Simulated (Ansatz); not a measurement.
Start from CdSe in the zinc blende structure (space group F-43m, No. 216; a = 6.133 Å).

The change: full substitution Cd → Zn; the structure is relaxed again.

Levels (all Ansatz, a program for electronic structure, PAW): r2SCAN (500 eV, scalar-relativistic without spin-orbit coupling); HSE06 (420 eV, scalar-relativistic without spin-orbit coupling).

The geometry is relaxed with r2SCAN.

| Property | Result |
|---|---|
| r2SCAN lowest conduction level above the VBM at special points | Γ 1.87 eV; L 3.05 eV; X 3.34 eV |

### Question
What does HSE06 give at this geometry for the lowest conduction level above the VBM at special points?

### Answer
The lowest conduction level above the VBM at special points becomes Γ 2.42 eV; L 3.65 eV; X 3.84 eV (r2SCAN: Γ 1.87 eV; L 3.05 eV; X 3.34 eV).

Single points use the geometry relaxed with r2SCAN. The levels and masses belong to the bands next to the band gap. Whether these cells are dynamically stable was not tested.
